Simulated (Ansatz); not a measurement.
TlBr: energy against strain

TlBr (CsCl type, Pm-3m, 29.992 Å³/atom at rest, cube axes along x, y and z) under a strain ε along a cube axis (axis z), the other axes held. PBEsol in Ansatz, a plane-wave DFT program (PAW, default set), 420 eV, 9×9×9 Γ-centred mesh, Fermi-Dirac smearing 0.05 eV; ions are relaxed within the symmetry of each cell.

Here s stands for strain and y for E less E0.

| strain (%) | E less E0 (meV/atom) |
|---|---|
| -1.50 | 0.92 |
| -1.00 | 0.40 |
| -0.50 | 0.10 |
| 0.00 | 0.00 |
| 0.50 | 0.10 |
| 1.00 | 0.41 |
| 1.50 | 0.91 |
| 3.00 | ? |

Fit y of the 7 rows that show it with a parabola. Least squares gives y = -0.001 - 0.0007·s + 0.4071·s². Residuals (row less fit): 0.004, -0.007, -0.001, 0.001, 0.000, 0.005, -0.004; standard error 0.005 (degrees of freedom: 4). Twice the quadratic coefficient over the volume, 2 × 0.4071 meV × 10⁴ × 0.1602 / 29.992 Å³, is the elastic constant C11 = 43 ± 0.2 GPa.

**Question.** What does the fit predict for y at s = 3.00, and how far is the calculated value from it?

**Answer.** y = -0.001 - 0.0007 × 3.0 + 0.4071 × 3.0² = 3.661 meV/atom. The calculation gives 3.52 meV/atom, 0.141 meV/atom below the prediction (4.0 % of the range of y in the table). The row lies outside the fitted rows, so this is an extrapolation. The fitted rows scatter only by rounding.

One order more, fitted to all 13 runs of the series, follows each within 0.01, so the miss is the next term of a smooth law. The primitive cell can neither tilt nor turn polar against its symmetry, as such crystals can under strain. Rows are the converged runs of the series near zero and its far end; series whose fitted rows scatter by over a few per cent of the range, as at a crossing or softening among them, aren't shown in this form. Most that stay on the fit to the last digits aren't either.
